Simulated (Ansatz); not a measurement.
The parent structure is Na$_{3}$Sb (space group P6_3/mmc, No. 194; a = 5.3122 Å, c = 9.4529 Å). Axes: x lies along a and z along c of the hexagonal cell.

Calculations: PBEsol (Ansatz, a first-principles code; PAW; 420 eV plane waves; scalar-relativistic without spin-orbit coupling).

For the base:

```
Property             Value
-------------  -----------
Band gap           0.43 eV
Gap character  direct at Γ
```

One thing is altered: the cell is stretched by 0.75 % along x with no lateral relaxation; the atoms relax in the strained cell.

**Question.** Predict the new stress.

**Answer.** The stress (xx, yy, zz, yz, xz, xy; compression positive) is (-0.31, -0.11, -0.03, 0.00, 0.00, 0.00) GPa.

**Question.** How does this affect the band gap?

**Answer.** The band gap drops by 0.02 eV to 0.41 eV.

**Question.** What happens to the gap character?

**Answer.** The gap character is still direct at Γ.

**Question.** How does this affect the largest internal atomic displacement?

**Answer.** The largest internal atomic displacement comes out as 0.011 Å.

Spin-orbit coupling, missing from the scalar runs, can matter with Sb. No phonon test of stability was made. k-point labels follow each cell's own Brillouin zone.
